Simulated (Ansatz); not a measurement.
BN (P6_3mc), Ansatz (an electronic-structure program) with PBE, rigid bands: Condition of this run: uniaxial stress along c of 18 GPa (compression positive) (the target of the relaxation). band gap 5.26 eV, N_c = 1.35e19 cm⁻³ and N_v = 4.90e19 cm⁻³ at 300 K, conductivity masses along y (a = (2.54, 0.00, 0.00) Å; b = (-1.27, 2.20, 0.00) Å; c = (0.00, 0.00, 4.13) Å) of 0.517 mₑ (electrons) and 0.876 mₑ (holes). Take k_BT = 0.02585 eV.

### Question
Find the intrinsic carrier density and the intrinsic Fermi level.

### Answer
n_i = √(N_c N_v) exp(−E_g/2k_BT) = 2.57e19 × exp(−101.73) = 1.7e-25 cm⁻³. The level lies (k_BT/2) ln(N_v/N_c) = 17 meV from mid-gap (positive towards the conduction band). Each 0.1 eV added to the gap lowers n_i by a factor of 6.9.

### Question
A film of it is 3 nm thick, with its normal along the direction named. Estimate the confinement energies in an infinite well.

### Answer
ħ²π²/(2m t²) = 0.376 eV·nm²/(m/mₑ × t²) gives 80.8 meV for electrons and 47.7 meV for holes, so the gap would widen to about 5.39 eV. Finite barriers and nonparabolic bands lower this, and with several valleys or bands the heaviest mass along the normal sets the lowest level, not this average.

### Question
What thermal injection velocity √(2k_BT/πm) limits a ballistic channel along the direction named?

### Answer
7.48e6 cm/s for electrons and 5.75e6 cm/s for holes, a ratio of √(m_h/m_e) = 1.30, for dilute carriers.

Rigid, parabolic bands with the computed gap; masses take one relaxation time for all states. Spin-orbit coupling is left out. Geometry: cell and atoms relaxed with PBEsol.
